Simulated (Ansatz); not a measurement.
Where the default PAW files enter, the runs use the earlier of Ansatz's two default sets.

Input:

```
O2Si
1.0
    2.69349     0.00000     0.00000
    0.00000     4.23317     0.00000
    0.00000     0.00000     4.23317
Si O
2 4
Direct
  0.50000   0.50000   0.50000
  0.00000   0.00000   0.00000
  0.00000   0.69316   0.69316
  0.00000   0.30684   0.30684
  0.50000   0.19316   0.80684
  0.50000   0.80684   0.19316
```

Space group of this cell: P4_2/mnm, rutile. The cell is taken as given; by r2SCAN its mean pressure is -9.7 GPa.

Level of theory: r2SCAN (plane waves, PAW; Ansatz, a program for electronic structure).

The current runs along the normal of the first two printed vectors; no spin-orbit coupling. Scaled by the factor s: all lengths (ions clamped). Meshes 12×8×8 and 12×8 across the current in all rows.

```csv
s,mean pressure (GPa),slowest mid-gap decay constant κ (1/Å)
0.98,10.7,0.457
1.00,-9.7,0.413
1.02,-25.2,?
```

Task: Take the slope of the slowest mid-gap decay constant κ against ln s from the two given rows, extrapolate to s = 1.02, and say what the run there gives.

Result: Slope = (0.457 − 0.413) / ln 0.98 = -2.18 1/Å. The line gives 0.413 + (-2.18) × ln 1.02 = 0.370 1/Å. The run gives 0.368 1/Å, 0.002 1/Å under the line, 4 % of the predicted step.
